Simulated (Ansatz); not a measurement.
TiAl3 (I4/mmm, No. 139), treated with LDA (plane waves, PAW; Ansatz, an electronic-structure program).

The run printed, among other lines:

```
Relaxation: its limit of steps is 80 (relax.max_steps)
Crystal: 4 atoms, lattice volume = 63.010 Å³
Basis set: ecut = 520 eV, 1687 PW (Γ), exchange–correlation on 80×80×80 points (8 copies of the dense FFT grid, shifted against one another)
Bands: 15, of which v1, the nominal top of the filled ones, is band 11 counted from 1 (10 counted from 0)
Symmetry: 16 space group operations
Space group: I4/mmm (ITA 139), of the structure as read, at distance tolerance 4.0e-5 Å
k-points: 641 of 8000
Functional: x = slater, c = lda
SCF iter   1: F=—  HF=-3990.582435 eV  |F-HF|=—  |Δ(HF+E_count)|=         —  Δρ=4.31e-3  dr2=8.15e-3
SCF iter   2: F=—  HF=-3990.580942 eV  |F-HF|=—  |Δ(HF+E_count)|=   1.49e-3  Δρ=2.48e-3  dr2=3.09e-3
  ...
SCF 1 converged in 6 iterations: F = -3990.580123 eV  dr2 = 9.33e-9
Crystal: 4 atoms, lattice volume = 63.010 Å³
Initial density: handed on by an earlier stage of this run
SCF 2 converged in 6 iterations: F = -3990.580155 eV  dr2 = 7.08e-12
Crystal: 4 atoms, lattice volume = 63.010 Å³
SCF 3 converged in 6 iterations: F = -3990.580163 eV  dr2 = 6.19e-13
Crystal: 4 atoms, lattice volume = 63.010 Å³
SCF iter   6: F=-3990.580162 eV  HF=-3990.580162 eV  |F-HF|=4.55e-13  |Δ(HF+E_count)|=  4.55e-13  Δρ=4.91e-10  dr2=1.31e-16
SCF iter   7: F=-3990.580162 eV  HF=-3990.580162 eV  |F-HF|=1.36e-12  |Δ(HF+E_count)|=    0.00e0  Δρ=2.09e-10  dr2=2.58e-17
SCF 4 converged in 7 iterations: F = -3990.580162 eV  dr2 = 2.58e-17
SCF converged after 7 iterations
Free energy (F): -3990.580162 eV
Internal energy: -3990.565912 eV  (E = F + TS)
E sigma→0 (E₀):  -3990.573037 eV
Fermi energy:    9.370814 eV
--- Forces (eV/Å), atoms counted from 1 ---
  atom   1  Ti     0.00000000     0.00000000     0.00000000
  atom   2  Al     0.00000000    -0.00000000     0.00000000
  atom   3  Al     0.00000000     0.00000000     0.00000000
  atom   4  Al     0.00000000    -0.00000000     0.00000000
--- Stress (GPa, compression-positive) ---
       -4.231078       0.000000      -0.000000
        0.000000      -4.231078      -0.000000
       -0.000000      -0.000000      -4.231124
  P = ⅓ Tr σ = -4.2311 GPa (-42.311 kbar)
```

Write an input file that could have produced this run (the log leaves some choices open).

Several could match; the one computed here: 
Ansatz 0.2 input:
```yaml
crystal:
  lattice:
    - [-1.9146322848, 1.9146322848, 4.2971289861]
    - [1.9146322848, -1.9146322848, 4.2971289861]
    - [1.9146322848, 1.9146322848, -4.2971289861]
  atoms:
    - { symbol: Ti, position: [0.0, 0.0, 0.0] }
    - { symbol: Al, position: [0.5, 0.5, 0.0] }
    - { symbol: Al, position: [0.75, 0.25, 0.5] }
    - { symbol: Al, position: [0.25, 0.75, 0.5] }
basis:
  ecutwfc: 520
  ecutrho_ratio: 4
  xc_grid: 2
kpoints:
  mp_grid: { grid: [20, 20, 20] }
hamiltonian:
  xc: lda
  dispersion: none
  pseudopotentials: { kind: paw }
scf:
  occupations: { method: fermi_dirac, width: 0.05 }
output:
  forces: true
  stress: true
  eigenvalues: true
relax:
  f_tol: 0.004
  escape_saddle: false
  max_steps: 80
  cell: { stress_tol: 0.02, fix: [volume] }
```

The cell is one volume of an energy–volume scan, off the minimum.

The PAW data were made under PBE.

It cost around 4 core-minutes (rough) of CPU time.
